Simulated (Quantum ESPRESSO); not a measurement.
A self-consistent single point of Bi (R-3m, 2 atoms in the cell) with Quantum ESPRESSO.

Method of the run: PBEsol, PseudoDojo standard norm-conserving (PBESOL) pseudopotentials (plane waves; Quantum ESPRESSO).

```
Bi
1.0
    4.14499    -2.26363     0.00000
    4.14499     2.26363     0.00000
    2.90880     0.00000     3.72073
Bi
2
Direct
  0.23824   0.23824   0.23824
  0.76600   0.76600   0.76600
```

Reference input (self-consistent single point, DFT, PBEsol, plane waves, PseudoDojo standard norm-conserving (PBESOL) pseudopotentials): ecutwfc = 70 Ry; occupations = smearing; smearing = gaussian; degauss = 0.0073499 Ry; potentials = {Bi: Bi.upf}; K_POINTS = automatic 5 5 5 0 0 0; conv_thr = 1e-09 Ry; mixing_beta = 0.7. This run's input differs from it in these lines:

```diff
@@ -27,3 +27,3 @@
 K_POINTS {automatic}
-5 5 5  0 0 0
+9 9 9  0 0 0
 CELL_PARAMETERS {bohr}
```

Output (repeated stretches shortened):

```
     Self-consistent Calculation

     iteration #  1     ecut=    70.00 Ry     beta= 0.70

     Threshold (ethr) on eigenvalues was too large:
     Diagonalizing with lowered threshold

     total energy              =    -326.72194976 Ry
     estimated scf accuracy    <       0.00560291 Ry

     iteration #  2     ecut=    70.00 Ry     beta= 0.70

     total energy              =    -326.72240453 Ry
     estimated scf accuracy    <       0.00034714 Ry

     iteration #  3     ecut=    70.00 Ry     beta= 0.70

     total energy              =    -326.72244701 Ry
     estimated scf accuracy    <       0.00002693 Ry

   [... 3 blocks of this kind left out ...]

     iteration #  7     ecut=    70.00 Ry     beta= 0.70

     total energy              =    -326.72245517 Ry
     estimated scf accuracy    <          2.4E-09 Ry

     iteration #  8     ecut=    70.00 Ry     beta= 0.70
     End of self-consistent calculation

     Number of k-points >= 100: set verbosity='high' to print the bands.

     the Fermi energy is     9.7724 ev

!    total energy              =    -326.72245517 Ry
     estimated scf accuracy    <          2.4E-10 Ry
     smearing contrib. (-TS)   =      -0.00009082 Ry
     internal energy E=F+TS    =    -326.72236435 Ry

     convergence has been achieved in   8 iterations

     Forces acting on atoms (cartesian axes, Ry/au):

     atom    1 type  1   force =    -0.00103662    0.00000000   -0.00034311
     atom    2 type  1   force =     0.00103662    0.00000000    0.00034311

     Total force =     0.001544     Total SCF correction =     0.000117

          total   stress  (Ry/bohr**3)                   (kbar)     P=       -6.04
  -0.00005320   0.00000000  -0.00000639           -7.83        0.00       -0.94
  -0.00000000  -0.00003396   0.00000000           -0.00       -5.00        0.00
  -0.00000639   0.00000000  -0.00003608           -0.94        0.00       -5.31

   JOB DONE.
```

The run converged in 8 iterations. Against the reference run the free energy rises by 15.8 meV/atom, the pressure goes from -0.82 to -0.60 GPa and the largest force goes from 0.171 to 0.028 eV/Å.

The starting cell has typed, rounded lattice constants, without a prior relaxation at this level. Its lattice was rescaled by up to half a per cent. One atom was moved a little off its site on purpose.

Cost on one core of a shared machine: roughly 6 min.
